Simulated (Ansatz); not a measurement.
The starting structures come from a database of crystals and need not be the phases stable at ambient conditions.

Input:

```
LaTaO4
1.0
    5.57183     0.00000     0.00000
    0.00000     7.67076     0.00000
    0.00000    -1.51970     7.66611
La Ta O
4 4 16
Direct
  0.77247   0.34556   0.09792
  0.22753   0.65444   0.90208
  0.27247   0.65444   0.40208
  0.72753   0.34556   0.59792
  0.26611   0.16673   0.30358
  0.73389   0.83327   0.69642
  0.76611   0.83327   0.19642
  0.23389   0.16673   0.80358
  0.48996   0.33522   0.86411
  0.51004   0.66478   0.13589
  0.98996   0.66478   0.63589
  0.01004   0.33522   0.36411
  0.01629   0.38184   0.83152
  0.98371   0.61816   0.16848
  0.51629   0.61816   0.66848
  0.48371   0.38184   0.33152
  0.16343   0.16735   0.05257
  0.83657   0.83265   0.94743
  0.66343   0.83265   0.44743
  0.33657   0.16735   0.55257
  0.58332   0.05319   0.20869
  0.41668   0.94681   0.79131
  0.08332   0.94681   0.29131
  0.91668   0.05319   0.70869
```

Space group of this cell: P2_1/c. The cell is taken as given.

Transport runs along the normal of the first two printed cell vectors.

No gap correction and no spin-orbit coupling; mid-gap values are interpolated between computed energies.

Problem. Compute, with r2SCAN (Ansatz, a first-principles code), the band gap and the smallest decay constant κ at mid-gap.

Solution. Gap 3.99 eV on a 6×4×4 mesh; κ = 0.326 1/Å, at the zone centre.
